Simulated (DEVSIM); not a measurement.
Device: abrupt Si p-n junction, at 300 K.

Layer 1 from the left is Si, thickness (μm) 50.0, Na (cm⁻³) 8.3e16, τn (s) 7.7e-7, τp (s) 7.7e-7. Layer 2 from the left is Si, thickness (μm) 0.570, Nd (cm⁻³) 2.6e16, τn (s) 7.7e-7, τp (s) 7.7e-7.

Left contact: ohmic. Right contact: ohmic. Voltage is applied to the left contact. Recombination: SRH at mid-gap, radiative, Auger. Mobility is μmin + (μ − μmin)/(1 + (N/Nref)^α).

Constants are typed, rounded textbook-type inputs, not results; the design itself was drawn at random and stands for no fabricated device. Values at 300 K.

Si: gap (eV) 1.124, affinity (eV) 4.05, permittivity 11.7, Nc (cm⁻³) 2.86e19, Nv (cm⁻³) 3.1e19, μn (cm²/Vs) 1417, μp (cm²/Vs) 470, μn,min 52, μp,min 45, Nref,n 9.7e16, Nref,p 2.2e17, αn 0.68, αp 0.72, B (cm³/s) 4.7e-15, Cn (cm⁶/s) 2.8e-31, Cp (cm⁶/s) 9.9e-32.

DEVSIM, 1D drift-diffusion, Boltzmann statistics, complete ionisation; no tunnelling, impact ionisation, image-force lowering or self-heating.

What does the simulation give for the dark forward voltage at 100 A/cm², the largest field in the device at zero bias, the potential step across the device at zero bias?

dark forward voltage at 100 A/cm² 0.819 V; largest field in the device at zero bias 67000 V/cm; potential step across the device at zero bias 0.790 V.
